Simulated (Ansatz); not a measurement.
**Effect of uniaxial stress, 5 GPa compression along z on hypothetical zinc blende KBr**

Start from KBr in the zinc blende structure (space group F-43m, No. 216; a = 7.3112 Å; a hypothetical phase, not in the database extracts checked). Axes: x, y, z lie along the cube axes.

One thing is altered: uniaxial stress, 5 GPa compression along z, with the cell and atoms free to relax against it.

Computed with PBEsol (Ansatz, a first-principles code), no spin-orbit coupling. Settings: 8×8×8 k-points, 0.05 eV Fermi–Dirac smearing.

The volume per atom shrinks by 16.92 Å³, from 48.85 Å³ to 31.93 Å³ and the space group goes from F-43m (No. 216) to I-4m2 (No. 119). The shortest interatomic distance drops by 0.047 Å (3.166 Å → 3.119 Å) and the energy goes up by 83 meV/atom. The band gap falls by 1.45 eV (4.33 eV → 2.88 eV) and the gap character is direct at Γ. The electron mass goes from 0.49 mₑ (at Γ) to 0.36 mₑ (at Γ) and the strain response (xx, yy, zz) amounts to (+15.61, +15.61, −51.10) %.

Final structure:

```
KBr
1.0
    0.00000     4.22635     1.78746
    4.22635     0.00000     1.78746
    4.22635     4.22635     0.00000
Br K
1 1
Direct
  0.75000   0.75000   0.75000
  0.00000   0.00000   0.00000
```

Cost of the whole job for the changed cell (relaxation, final SCF and bands): around 60 core-seconds (rough).

Masses are band curvatures over ±0.01 Å⁻¹ around the edge. Stability under load was not tested beyond the relaxation. Under uniaxial stress, 5 GPa compression along z the cell changed shape so far that it is another structure. k-point labels follow each cell's own Brillouin zone.
